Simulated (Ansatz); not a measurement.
The cell is built on a prototype and need not be the phase stable at ambient conditions.

By r2SCAN, the system below comes out a metal.

Without scattering a metal conducts by its projected Fermi surface.

```xyz
3
Lattice="4.1072 0.0000 0.0000 0.0000 5.8085 0.0000 2.0536 2.9043 2.0536" Properties=species:S:1:pos:R:3 pbc="T T T"
Mo     0.0000     0.0000     0.0000
S      2.0536     1.4521     0.0000
S      2.0536     4.3564     0.0000
```

Space group of this cell: Fm-3m, fluorite. The cell was relaxed by PBE-D3(BJ); by r2SCAN its mean pressure is 4.5 GPa.

The current flows along the normal of the first two printed cell vectors. No spin-orbit coupling; the value is a mean over 0.1 eV about the Fermi level.

**Question.** Predict the ballistic conductance per area from r2SCAN (Ansatz, a first-principles code).

**Answer.** 0.95 × 10¹⁵ S/m² for both spins.
